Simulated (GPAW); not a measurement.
Worked example: self-consistent single point of TiSi2 (Fddd, 6 atoms in the cell) in GPAW.

Method of the run: LDA (Perdew-Wang 92), GPAW PAW datasets LDA (gpaw-data 1.0.1) (plane waves; GPAW).

```xyz
6
Lattice="0.0000 4.1459 4.2923 2.4060 0.0000 4.2923 2.4060 4.1459 0.0000" Properties=species:S:1:pos:R:3 pbc="T T T"
Ti     2.4060     4.1459     4.2923
Ti     3.6090     6.2189     6.4385
Si     2.4060     6.9438     4.2923
Si     2.4060     1.3480     4.2923
Si     1.2030     3.4210     2.1462
Si     1.2030     0.7250     2.1462
```

Reference input (self-consistent single point, DFT PBE, plane waves, GPAW PAW datasets PBE (gpaw-data 1.0.1)): mode = pw; ecut = 800 eV; xc = PBE; kpts = 7 7 7; mesh shift (steps) = 0 0 0; occupations.name = methfessel-paxton; occupations.width = 0.272 eV; occupations.order = 0; nbands = -10; convergence.density = 1e-05 e/electron; convergence.energy = 1e-05 eV/electron; symmetry.symmorphic = false. This run's input differs from it in these lines:

```diff
@@ -17,3 +17,3 @@
 calc = GPAW(mode={'name': 'pw', 'ecut': 800},
-            xc='PBE',
+            xc='LDA',
             kpts=(7, 7, 7),
```

Its files differ too (potentials: GPAW PAW datasets LDA (gpaw-data 1.0.1)).

Log, with long lists cut:

```
     iter     time        total  log10-change:
                         energy   eigst   dens
iter:   1 --:--:--   -42.728485
iter:   2 --:--:--   -42.834181   -0.62  -1.24
iter:   3 --:--:--   -42.615669   -1.40  -1.24
iter:   4 --:--:--   -42.786684   -1.40  -1.62
iter:   5 --:--:--   -42.620809   -1.45  -1.84
   [... 2 lines left out ...]
iter:   8 --:--:--   -42.609425   -2.34  -2.31
iter:   9 --:--:--   -42.607828   -2.87  -2.56
iter:  10 --:--:--   -42.607290   -2.84  -2.79
iter:  11 --:--:--   -42.607226   -3.87  -3.31
iter:  12 --:--:--   -42.607388c  -4.25  -3.39
iter:  13 --:--:--   -42.607223c  -5.32  -3.27
   [... lines left out ...]
iter:  18 --:--:--   -42.607158c  -5.23  -3.92
iter:  19 --:--:--   -42.607129c  -6.19  -3.90
iter:  20 --:--:--   -42.607124c  -6.24  -4.07
iter:  21 --:--:--   -42.607136c  -6.21  -4.12
iter:  22 --:--:--   -42.607153c  -5.95  -4.12
   [... 2 lines left out ...]
iter:  25 --:--:--   -42.607123c  -6.45  -4.23
iter:  26 --:--:--   -42.607126c  -7.26  -4.27
iter:  27 --:--:--   -42.607121c  -7.08  -4.33
iter:  28 --:--:--   -42.607118c  -6.89  -4.43
iter:  29 --:--:--   -42.607120c  -8.21c -4.57
iter:  30 --:--:--   -42.607121c  -7.35  -4.61
iter:  31 --:--:--   -42.607119c  -7.81c -4.90
iter:  32 --:--:--   -42.607120c  -9.14c -5.54c
Converged after 32 iterations.

Dipole moment: (-3.253587, -5.606460, -5.804418) |e|*Ang

Energy contributions relative to reference atoms: (reference = -77782.750851)

Kinetic:        +33.524246
Potential:      -26.706375
External:        +0.000000
XC:             -49.249076
Entropy (-ST):   -0.091053
Local:           -0.130388
SIC:             +0.000000
--------------------------
Free energy:    -42.652646
Extrapolated:   -42.607120

Showing only first 2 kpts
 Kpt  Band  Eigenvalues  Occupancy
  0    18      7.54003    2.00000
  0    19      7.97330    2.00000
  0    20      8.35233    2.00000
  0    21     11.25003    0.00000

  1    18      8.49661    1.99994
  1    19      8.59224    1.99954
  1    20      8.72432    1.99518
  1    21     11.04801    0.00000

Fermi level: 9.26646

No gap
   [... lines left out ...]
  0 Ti    0.00000    0.00000    0.00000
  1 Ti    0.00000    0.00000    0.00000
  2 Si   -0.00000   -0.04555   -0.00000
  3 Si    0.00000    0.04555   -0.00000
  4 Si    0.00000    0.04555    0.00000
  5 Si   -0.00000   -0.04555    0.00000

Stress tensor:
     0.044125     0.000000    -0.000000
     0.000000     0.044197     0.000000
    -0.000000     0.000000     0.045965
Stress (GPa, Voigt): [ 7.0697  7.0811  7.3644  0.     -0.      0.    ]
```

The run converged in 32 iterations. GPAW prints stress with tension positive. Against the reference run the pressure goes from -0.33 to -7.17 GPa and the largest force goes from 0.002 to 0.046 eV/Å.

The starting cell comes from a database of computed structures (which also holds hypothetical and non-ambient phases and stackings), without a prior relaxation at this level. Its lattice was rescaled by a random factor within 2.5 % of one. Spin polarisation is off. With a pressure of about -7 GPa the cell is away from its equilibrium volume at this level.

Cost on one core of a shared machine: roughly 4 min.
